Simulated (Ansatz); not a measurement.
Response to strain in Ru

Start from Ru in the hcp (Mg type) structure (space group P6_3/mmc, No. 194; relaxed with 0.1 eV smearing).

```yaml
crystal:
  lattice:
    - [2.69139, 0.00000, 0.00000]
    - [-1.34570, 2.33081, 0.00000]
    - [0.00000, 0.00000, 4.24891]
  atoms:
    - { symbol: Ru, position: [0.66667, 0.33333, 0.75000] }
    - { symbol: Ru, position: [0.33333, 0.66667, 0.25000] }
```

Strains are applied to the cell and any free atomic positions relax.

Method: Kohn–Sham DFT with the PBEsol functional, run in Ansatz (a first-principles code) with PAW and 420 eV plane waves, spin-orbit coupling left out.

Candidates:
(a) isotropic strain +1.00 %
(b) isotropic strain −3.00 %
(c) isotropic strain −1.00 %

Notes on the quantities. energy relative to the base: free energy F.

Task: Order them by energy relative to the base, highest first.

Result: (b) isotropic strain −3.00 % (+131 meV/atom), (c) isotropic strain −1.00 % (+13 meV/atom), (a) isotropic strain +1.00 % (+12 meV/atom)

Stability against distortions was not tested. All final runs are without spin polarisation.
